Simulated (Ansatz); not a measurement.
Take ZnS (space group R3m, No. 160) as the base.

```xyz
6
Lattice="1.8919 1.0923 9.2999 -1.8919 1.0923 9.2999 0.0000 -2.1846 9.2999" Properties=species:S:1:pos:R:3 pbc="T T T"
Zn     0.0000     0.0000     0.0004
Zn     0.0000     0.0000    21.6977
Zn     0.0000     0.0000    15.4963
S      0.0000     0.0000    25.5767
S      0.0000     0.0000    13.1735
S      0.0000     0.0000    19.3793
```

Cartesian axes are those of the cell as printed.

Now apply this change: uniaxial strain ε_zz = +2.92 %, all other strain components held at zero; the atoms relax in the strained cell.

Levels (all Ansatz, a first-principles code, PAW): PBEsol (420 eV, scalar-relativistic without spin-orbit coupling); r2SCAN (500 eV, without spin-orbit coupling); HSE06 (420 eV, without spin-orbit coupling).

At the geometry relaxed with PBEsol, these levels gave the following band gaps, in shuffled order: (a) 2.61 eV, (b) 1.92 eV, (c) 3.27 eV.

**Question.** Match each gap to its level.

**Answer.** (a) r2SCAN; (b) PBEsol; (c) HSE06.

Single points use the geometry relaxed with PBEsol. Stability against distortions was not tested. This is not the structure that ZnS has at room temperature and ambient pressure.
